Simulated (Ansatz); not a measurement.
The starting structures come from a database of crystals and need not be the phases stable at ambient conditions.

 Where the default PAW files enter, the runs use the earlier of Ansatz's two default sets.

Consider the following.

```xyz
2
Lattice="3.8661 0.0000 0.0000 0.0000 3.8661 0.0000 1.9330 -1.9330 2.7337" Properties=species:S:1:pos:R:3 pbc="T T T"
Mg     0.0000     0.0000     0.0000
Se     1.9330     1.9330     0.0000
```

Space group of this cell: Fm-3m, rock salt. The cell is taken as given.

Method: r2SCAN (plane waves, PAW; Ansatz, a quantum-chemistry and plane-wave program).

The current runs along the normal of the first two printed vectors; no spin-orbit coupling. Scaled by the factor s: all lengths (ions clamped). Meshes 12×12×12 and 8×8 across the current in all rows.

```
s     mean pressure (GPa)  band gap (eV)
----  -------------------  -------------
0.98                  4.8              ?
1.00                  0.2           2.49
1.02                 -3.3           2.38
```

### Question
Take the slope of the band gap against ln s from the two given rows, extrapolate to s = 0.98, and say what the run there gives.

### Answer
Slope = (2.38 − 2.49) / ln 1.02 = -5.55 eV. The line gives 2.49 + (-5.55) × ln 0.98 = 2.60 eV. The run gives 2.60 eV, as the line does.
